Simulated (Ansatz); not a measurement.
The starting structures come from a database of crystals and need not be the phases stable at ambient conditions.

By PBEsol, the system below comes out a metal.

Data:

```yaml
crystal:
  lattice:
    - [3.69856, 0.00000, 0.00000]
    - [-1.84928, 3.20304, 0.00000]
    - [0.00000, 0.00000, 6.37891]
  atoms:
    - { symbol: Ti, position: [0.00000, 0.00000, 0.00000] }
    - { symbol: Te, position: [0.66667, 0.33333, 0.72885] }
    - { symbol: Te, position: [0.33333, 0.66667, 0.27115] }
```

Space group of this cell: P-3m1, CdI2 type. The cell was relaxed by PBE-D3(BJ).

The current flows along the normal of the first two printed cell vectors, the (001) plane of the conventional cell. No spin-orbit coupling; the value is a mean over 0.1 eV about the Fermi level.

Predict the ballistic conductance per area from PBEsol (Ansatz, a first-principles code).

0.22 × 10¹⁵ S/m² for both spins.
